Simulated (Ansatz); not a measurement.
Start from GaSe (space group P6_3/mmc, No. 194; layered, stacked along the Cartesian z axis).

```
CELL_PARAMETERS angstrom
      3.76943     0.00000     0.00000
     -1.88472     3.26442     0.00000
      0.00000     0.00000    15.96417
ATOMIC_POSITIONS crystal
  Ga 0.33333 0.66667 0.17347
  Ga 0.66667 0.33333 0.67347
  Ga 0.66667 0.33333 0.82653
  Ga 0.33333 0.66667 0.32653
  Se 0.33333 0.66667 0.59965
  Se 0.66667 0.33333 0.09965
  Se 0.66667 0.33333 0.40035
  Se 0.33333 0.66667 0.90035
```

All numbers come from Ansatz (a program for electronic structure), PBE-D3(BJ), PAW, cutoff 420 eV, no SOC, earlier PAW set.

Carriers are added at fixed cell with a uniform background; the Fermi–Dirac width is that of 300 K.

One change was made to it. Results:

The largest internal atomic displacement amounts to 0.017 Å; the Fermi level relative to the doped band's edge (positive inside the band; to 0.05 eV) amounts to +0.85 eV; the valley order (the lowest conduction-band minima on the path, energy above the VBM, named in the base's zone) changes from Γ 0.87 eV; M (1/2, 0, 0) 1.02 eV; K (1/3, 1/3, 0) 1.43 eV to Γ 0.85 eV; M (1/2, 0, 0) 1.07 eV; K (1/3, 1/3, 0) 1.59 eV.

Problem. Which of these changes matches the shifts?
(A) electrons 3.0×10^21 cm⁻³
(B) electrons 1.0×10^22 cm⁻³
(C) holes 3.0×10^21 cm⁻³
(D) holes 1.0×10^22 cm⁻³
(E) electrons 5.0×10^21 cm⁻³

Solution. C, holes 3.0×10^21 cm⁻³. For comparison, the valley order in the other runs: electrons 5.0×10^21 cm⁻³ gives M (1/2, 0, 0) 0.87 eV; Γ 0.88 eV; K (1/3, 1/3, 0) 1.24 eV; holes 1.0×10^22 cm⁻³ gives Γ 0.70 eV; M (1/2, 0, 0) 1.09 eV; K (1/3, 1/3, 0) 1.95 eV; electrons 3.0×10^21 cm⁻³ gives Γ 0.87 eV; M (1/2, 0, 0) 0.93 eV; K (1/3, 1/3, 0) 1.31 eV; electrons 1.0×10^22 cm⁻³ gives M (1/2, 0, 0) 0.71 eV; Γ 0.90 eV; K (1/3, 1/3, 0) 1.07 eV.

Carriers are added with a uniform compensating background; total energy and stress of such cells depend on the potential's zero and are not compared; many-body gap narrowing is missing at this level. The levels and masses belong to the bands next to the band gap. Stability against distortions was not tested.
